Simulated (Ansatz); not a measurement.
**CsPbCl₃ under load (space group Pm-3m): band-edge transport data**

Here is the system:

```yaml
crystal:
  lattice:
    - [5.81271, 0.00000, 0.00000]
    - [0.00000, 5.81271, 0.00000]
    - [0.00000, 0.00000, 5.81271]
  atoms:
    - { symbol: Cs, position: [0.00000, 0.00000, 0.00000] }
    - { symbol: Pb, position: [0.50000, 0.50000, 0.50000] }
    - { symbol: Cl, position: [0.00000, 0.50000, 0.50000] }
    - { symbol: Cl, position: [0.50000, 0.00000, 0.50000] }
    - { symbol: Cl, position: [0.50000, 0.50000, 0.00000] }
```

Computed with PBEsol with spin-orbit coupling, rigid bands (plane waves, PAW; Ansatz, a first-principles code). Condition of this run: hydrostatic pressure -2 GPa (the target of the relaxation). Cell: cell and atoms relaxed with PBEsol, then loaded as said.

```
Quantity                                           Result
--------------------------------------------  -----------
band gap                                          1.00 eV
electron conductivity mass (300 K, dilute)        0.22 mₑ
hole conductivity mass (300 K, dilute)            0.22 mₑ
effective density of states N_c (300 K)       2.4e18 cm⁻³
effective density of states N_v (300 K)       2.3e18 cm⁻³
density-of-states mass, electrons                 0.21 mₑ
density-of-states mass, holes                     0.20 mₑ
Seebeck coefficient, n-type 1e19 cm⁻³, 300 K    -122 μV/K
Seebeck coefficient, p-type 1e19 cm⁻³, 300 K     120 μV/K
```

Rigid bands; masses and Seebeck coefficients take one relaxation time τ for all states and one kind of carrier; polarons and phonon drag are left out.

CsPbCl3 under load (space group Pm-3m): a high-temperature phase held by its symmetry.
